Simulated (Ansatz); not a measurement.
Consider Au in the fcc (Cu type) structure (space group Fm-3m, No. 225; a = 4.083 Å). Axes: x, y, z lie along the cube axes.

Modification: the symmetric strain tensor [0.0157 0.0032 -0.0137; 0.0032 0.0028 -0.0015; -0.0137 -0.0015 -0.0170], atoms relaxed at fixed cell.

Levels (all Ansatz, a program for electronic structure, PAW): PBEsol (420 eV, without spin-orbit coupling); PBEsol+SOC (420 eV, with spin-orbit coupling).

The geometry is relaxed with PBEsol.

| Quantity | Value |
|---|---|
| PBEsol pressure | -0.1 GPa |

Question: Predict the pressure from PBEsol+SOC.

Answer: The pressure falls by 1.5 GPa, from -0.1 GPa to -1.6 GPa.

Single points use the geometry relaxed with PBEsol. Differences between runs with and without spin-orbit coupling are approximate. Stability against distortions was not tested.
